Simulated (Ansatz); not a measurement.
Consider a periodic stack without vacuum, cubic KTaO3 (0 0 1) on germanium (0 0 1) (film strained to the substrate, started from cuts of the bulks and a machine-learned relaxation; slabs Ge12 and K2Ta3O8, which can lie off the formulas): substrate slab Ge12, film K2Ta3O8, surface cells [[1, 0], [1, 1]] and [[0, 1], [-1, 0]], film strained by +1.2 and +1.2 %, outermost planes Ge/Ge and OTa/OTa as cut, which need not be the usual terminations and can put a slab off its formula. Its start:

```
CELL_PARAMETERS angstrom
      4.07294     0.00000    -0.00998
      0.00000     4.07294     0.01274
      0.26915     1.44731    28.80213
ATOMIC_POSITIONS crystal
  Ge 0.93466 0.97800 0.09263
  Ge 0.43543 0.14229 0.04972
  Ge 0.46825 0.43618 0.19199
  Ge 0.96724 0.46080 0.14202
  Ge 0.97460 0.90227 0.29202
  Ge 0.47668 0.91718 0.24179
  Ge 0.46797 0.37214 0.39217
  Ge 0.97107 0.38375 0.34211
  Ge 0.94768 0.84373 0.49163
  Ge 0.45194 0.85396 0.44188
  Ge 0.42009 0.34735 0.58804
  Ge 0.92256 0.32576 0.54040
  K  0.86069 0.82913 0.74811
  Ta 0.35274 0.36556 0.68142
  O  0.88624 0.33832 0.68048
  O  0.38011 0.83302 0.68082
  O  0.37786 0.31138 0.74988
  K  0.85548 0.77403 0.88992
  Ta 0.35366 0.30586 0.81897
  O  0.87661 0.28804 0.81909
  O  0.37125 0.78286 0.81909
  O  0.37289 0.25760 0.88827
  Ta 0.34268 0.25872 0.95659
  O  0.87540 0.23131 0.95755
  O  0.36839 0.72610 0.95735
```

The start was prepared with a machine-learned potential, and the result is one local minimum, with the in-plane cell held and forces under 0.04 eV/Å; the film can end far from its bulk form.

Level of theory: PBE (plane waves to 420 eV, PAW; Ansatz, a first-principles code). Spin–orbit coupling is left out; PBE gaps are too small against experiment. Its k-point mesh 6×6×1, Fermi–Dirac width 0.05 eV.

Q: Predict the relaxed interface.

A: The interface area is 16.6 Å². The period comes out as 29.32 Å. The heights between the nearest atoms of the two slabs at the two interfaces is 2.73 and 2.72 Å and the Ge–Ta contacts across the interfaces within 1.22 times the sum of covalent radii is 2, mean 2.82 Å. The spin-polarised check at this geometry comes out as keeps a moment, energy -0.01 eV.
